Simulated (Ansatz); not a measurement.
## SiC under a change: isotropic strain +2.00 %

The reference is SiC in the zinc blende structure (space group F-43m, No. 216; a = 4.3563 Å).

Now apply this change: an isotropic linear strain of +2.00 %, atoms relaxed at fixed cell.

Calculations: r2SCAN, PAW, 500 eV (Ansatz, a quantum-chemistry and plane-wave program; spin-orbit coupling left out). Settings: 13×13×13 k-points, 0.05 eV Fermi–Dirac smearing.

The space group remains F-43m (No. 216) and the energy rises by 25 meV/atom. The band gap increases by 0.04 eV, from 1.71 eV to 1.75 eV and the gap character remains indirect, Γ → X. The smallest direct gap shrinks by 0.08 eV (5.05 eV → 4.97 eV) and the mean gap deformation potential ΔEg/Δln V comes out as +0.6 eV. The electron mass goes from 0.64 mₑ along k, 0.23 mₑ across (at X) to 0.66 mₑ along k, 0.23 mₑ across (at X) and the hole mass (degenerate bands, along [100]) changes from 0.35, 0.57, 0.57 mₑ (at Γ) to 0.33, 0.57, 0.57 mₑ (at Γ).

Cost of the whole job for the changed cell (relaxation, final SCF and bands): about 16 core-seconds (a rough figure).

Effective masses come from finite differences of ±0.01 Å⁻¹. Along k means along the line from Γ to the band edge. No phonon test of stability was made.
